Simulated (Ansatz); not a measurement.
Zr₃Tl (Pm-3m), PBEsol, DFPT electron-phonon coupling, linearised Boltzmann equation run with Ansatz (a quantum-chemistry and plane-wave program): phonon-limited resistivity 30.0 μΩ·cm at 300 K, 40.3 μΩ·cm at 400 K, current-weighted mean free path 4.9 nm.

Estimate the electronic thermal conductivity at 300 K by the Wiedemann-Franz law (L₀ = 2.44×10⁻⁸ W·Ω/K²).

L₀T/ρ = 2.44×10⁻⁸ × 300/(30.0×10⁻⁸) = 24.4 W/(m·K). Inelastic scattering puts the true Lorenz number somewhat under L₀ near and below the Debye temperature.

What is the classical skin depth at 1 GHz (nonmagnetic, μ₀ = 1.257×10⁻⁶ H/m)?

δ = √(ρ/(π f μ₀)) = 8720 nm.

Estimate the resistivity of a 40 nm square wire with diffuse walls from ρ ≈ ρ₀(1 + 3ℓ/4d).

1 + 0.75 × 4.9/40 = 1.09, so ρ ≈ 32.8 μΩ·cm and a line 1 μm long has 205 Ω. The formula is the free-electron limit for d well above ℓ; grain boundaries add to it.

A metal at this level (no band gap). Only scattering by harmonic phonons is included (no impurities, grain boundaries, electron-electron scattering or thermal expansion). Spin-orbit coupling is left out, which matters with elements this heavy. Halving the electron mesh (20x20x20) moves the resistivity by up to 7 % at 300 K, the mean free path by up to 7 %. Smearing 0.20 eV; phonons on a 3x3x3 q mesh, which this run doesn't test.

Computed structure with no diffraction record at hand here (it may be known, metastable or hypothetical): Zr3Tl (Pm-3m).
